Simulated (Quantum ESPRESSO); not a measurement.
A self-consistent single point of SiO2 (R-3m, 36 atoms in the cell) with Quantum ESPRESSO.

Level of theory: LDA (PZ), GBRV 1.5 ultrasoft (LDA) pseudopotentials (plane waves; Quantum ESPRESSO).

```
CELL_PARAMETERS angstrom
      6.79850     3.92512     4.94532
     -6.79850     3.92512     4.94532
      0.00000    -7.85023     4.94532
ATOMIC_POSITIONS crystal
  Si 0.33291 0.10448 0.87550
  Si 0.66709 0.89552 0.12450
  Si 0.87550 0.33291 0.10448
  Si 0.12450 0.66709 0.89552
  Si 0.10448 0.87550 0.33291
  Si 0.89552 0.12450 0.66709
  Si 0.12450 0.89552 0.66709
  Si 0.87550 0.10448 0.33291
  Si 0.89552 0.66709 0.12450
  Si 0.10448 0.33291 0.87550
  Si 0.66709 0.12450 0.89552
  Si 0.33291 0.87550 0.10448
  O  0.26260 0.00000 0.73740
  O  0.73740 0.00000 0.26260
  O  0.73740 0.26260 0.00000
  O  0.26260 0.73740 0.00000
  O  0.00000 0.73740 0.26260
  O  0.00000 0.26260 0.73740
  O  0.68066 0.97803 0.97803
  O  0.31934 0.02196 0.02196
  O  0.97803 0.68066 0.97803
  O  0.02196 0.31934 0.02196
  O  0.97803 0.97803 0.68066
  O  0.02196 0.02196 0.31934
  O  0.25040 0.89018 0.25040
  O  0.74960 0.10982 0.74960
  O  0.25040 0.25040 0.89018
  O  0.74960 0.74960 0.10982
  O  0.89018 0.25040 0.25040
  O  0.10982 0.74960 0.74960
  O  0.50000 0.85256 0.14744
  O  0.50000 0.14744 0.85256
  O  0.14744 0.50000 0.85256
  O  0.85256 0.50000 0.14744
  O  0.85256 0.14744 0.50000
  O  0.14744 0.85256 0.50000
```

Reference input (self-consistent single point, DFT, LDA (PZ), plane waves, GBRV 1.5 ultrasoft (LDA) pseudopotentials): ecutwfc = 40 Ry; ecutrho = 200 Ry; occupations = fixed; potentials = {Si: si_lda_v1.uspp.F.UPF, O: o_lda_v1.2.uspp.F.UPF}; K_POINTS = automatic 2 2 2 0 0 0; nbnd = 100; conv_thr = 1e-10 Ry; mixing_beta = 0.5. This run's input differs from it in these lines:

```diff
@@ -12,4 +12,4 @@
   ntyp = 2,
-  ecutwfc = 40,
-  ecutrho = 200,
+  ecutwfc = 24,
+  ecutrho = 120,
   occupations = 'fixed',
```

Output (repeated stretches shortened):

```
     Self-consistent Calculation

     iteration #  1     ecut=    24.00 Ry     beta= 0.50

---- Real-time Memory Report at c_bands before calling an iterative solver
           435 MiB given to the printing process from OS
           225 MiB allocation reported by mallinfo(arena+hblkhd)
------------------

     negative rho (up, down):  6.692E-04 0.000E+00

     total energy              =    -890.32986898 Ry
     estimated scf accuracy    <       8.29831913 Ry

     iteration #  2     ecut=    24.00 Ry     beta= 0.50

---- Real-time Memory Report at c_bands before calling an iterative solver
   [... lines left out ...]
           652 MiB given to the printing process from OS
           316 MiB allocation reported by mallinfo(arena+hblkhd)
------------------

     negative rho (up, down):  2.650E-03 0.000E+00

     total energy              =    -892.72317134 Ry
     estimated scf accuracy    <          9.7E-10 Ry

     iteration # 12     ecut=    24.00 Ry     beta= 0.50

---- Real-time Memory Report at c_bands before calling an iterative solver
           652 MiB given to the printing process from OS
           316 MiB allocation reported by mallinfo(arena+hblkhd)
------------------

     negative rho (up, down):  2.651E-03 0.000E+00
     End of self-consistent calculation

     highest occupied, lowest unoccupied level (ev):    -2.2222    3.4923

!    total energy              =    -892.72317134 Ry
     estimated scf accuracy    <          5.0E-12 Ry

     convergence has been achieved in  12 iterations

     negative rho (up, down):  2.651E-03 0.000E+00

     Forces acting on atoms (cartesian axes, Ry/au):

     atom    1 type  1   force =     0.00135723   -0.00393400   -0.00318431
     atom    2 type  1   force =    -0.00135723    0.00393400    0.00318431
     atom    3 type  1   force =     0.00272833    0.00314240   -0.00318431
     atom    4 type  1   force =    -0.00272833   -0.00314240    0.00318431
     atom    5 type  1   force =    -0.00408556    0.00079160   -0.00318431
   [... 27 lines left out ...]
   [... lines left out ...]
     Total force =     0.020427     Total SCF correction =     0.000002
   [... lines left out ...]

     negative rho (up, down):  2.651E-03 0.000E+00
          total   stress  (Ry/bohr**3)                   (kbar)     P=     -242.00
  -0.00164598   0.00000000   0.00000000         -242.13        0.00        0.00
  -0.00000000  -0.00164598  -0.00000000           -0.00     -242.13       -0.00
   0.00000000  -0.00000000  -0.00164328            0.00       -0.00     -241.73

   JOB DONE.
```

The run converged in 12 iterations. Against the reference run the free energy rises by 656 meV/atom, the pressure goes from -0.75 to -24.20 GPa, the largest force goes from 0.108 to 0.135 eV/Å and the gap on the mesh goes from 5.796 to 5.714 eV.

The starting cell comes from a database of computed structures (which also holds hypothetical and non-ambient phases and stackings), without a prior relaxation at this level. At the lowered cutoff the pressure carries the error of an incomplete plane-wave basis.

Cost on one core of a shared machine: roughly 4 min.
